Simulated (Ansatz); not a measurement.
**Converging the plane-wave cutoff: SnTe (F-43m, 2 atoms in the cell)**

```
CELL_PARAMETERS angstrom
      0.00000     3.59309     3.59309
      3.59309     0.00000     3.59309
      3.59309     3.59309     0.00000
ATOMIC_POSITIONS crystal
  Sn 0.00000 0.00000 0.00000
  Te 0.75000 0.75000 0.75000
```

Method: PBEsol, default PAW files made with PBE (plane waves; Ansatz, an electronic-structure program).

Base settings: basis.ecutwfc = 420 eV; kpoints.mp_grid.grid = 6 6 6; hamiltonian.xc = pbesol; hamiltonian.pseudopotentials = {kind: paw} (the program's default PAW files); scf.occupations.method = gaussian; scf.occupations.width = 0.1 eV.

The second cell is the first with its lattice scaled by 0.98.

The mesh stays at the base's, so the ladder's end is converged at best in this setting alone.

The first pressure column holds Ansatz's estimate of the finite-basis (Pulay) stress, which hides part of the cutoff error; the other is without it.

Only quantities that move along the ladder and can be compared are tabulated.

The count of work is k-points × plane waves × bands × iterations; it is no time. 

The starting cell comes from a database of computed structures (which also holds hypothetical and non-ambient phases and stackings), without a prior relaxation at this level. Its lattice was rescaled by up to half a per cent. A gap is left out here, as mesh or smearing make it unsure.

Steps (basis.ecutwfc): 145 eV; 170 eV; 190 eV; 210 eV; 230 eV; 250 eV; 295 eV; 335 eV; 380 eV; 420 eV; 460 eV; 505 eV; 565 eV; 630 eV; 735 eV; 840 eV; 1010 eV.

**Question.** What is the coarsest basis.ecutwfc that holds the free energy within 0.5 meV/atom of the last step, with all finer ones?

**Answer.** 460 eV, at 0.27 of the last step's count of work; the step before is off by 1.0 meV/atom.

**Question.** What is the coarsest basis.ecutwfc that holds the energy of the compressed cell less the first within 1 meV/atom of the last step, with all finer ones?

**Answer.** 335 eV, at 0.16 of the last step's count of work; the step before is off by 1.1 meV/atom.

**Question.** What is the coarsest basis.ecutwfc that holds the pressure without the Pulay estimate within 1 GPa of the last step, with all finer ones?

**Answer.** 335 eV, at 0.16 of the last step's count of work; the step before is off by 2.4 GPa.

| basis.ecutwfc | free energy less the last step's (meV/atom) | energy of the compressed cell less the first (meV/atom) | pressure (GPa) | pressure without the Pulay estimate (GPa) | count of work / last |
|---|---|---|---|---|---|
| 145 eV | 55979.31 | -1045.86 | 7.75 | -703.81 | 0.058 |
| 170 eV | 20763.15 | 492.55 | -9.86 | -325.22 | 0.078 |
| 190 eV | 9321.52 | 178.33 | -1.60 | -169.17 | 0.091 |
| 210 eV | 4113.83 | -55.44 | -0.44 | -86.14 | 0.096 |
| 230 eV | 1678.58 | 18.04 | -0.89 | -41.19 | 0.12 |
| 250 eV | 666.76 | -14.90 | -0.83 | -19.47 | 0.13 |
| 295 eV | 61.88 | -6.47 | -1.04 | -3.45 | 0.14 |
| 335 eV | 5.59 | -5.08 | -1.04 | -1.27 | 0.16 |
| 380 eV | 1.73 | -5.29 | -1.04 | -1.05 | 0.22 |
| 420 eV | 1.00 | -5.34 | -1.04 | -1.06 | 0.23 |
| 460 eV | 0.41 | -5.35 | -1.04 | -1.05 | 0.27 |
| 505 eV | 0.22 | -5.36 | -1.04 | -1.04 | 0.36 |
| 565 eV | 0.16 | -5.37 | -1.04 | -1.04 | 0.35 |
| 630 eV | 0.07 | -5.37 | -1.04 | -1.04 | 0.50 |
| 735 eV | 0.04 | -5.37 | -1.04 | -1.04 | 0.64 |
| 840 eV | 0.02 | -5.37 | -1.04 | -1.04 | 0.75 |
| 1010 eV | 0.00 | -5.37 | -1.04 | -1.04 | 1.0 |

The energy difference between the two cells stays within 1 meV/atom of the last step's from 335 eV on, the total only from 460 eV on: much of the error is common to both cells and cancels.

At the lowest cutoff the pressure without the Pulay estimate lies 703 GPa under the last step's, the usual sign of Pulay stress in an incomplete plane-wave basis.

Keys are those of Ansatz 0.2.
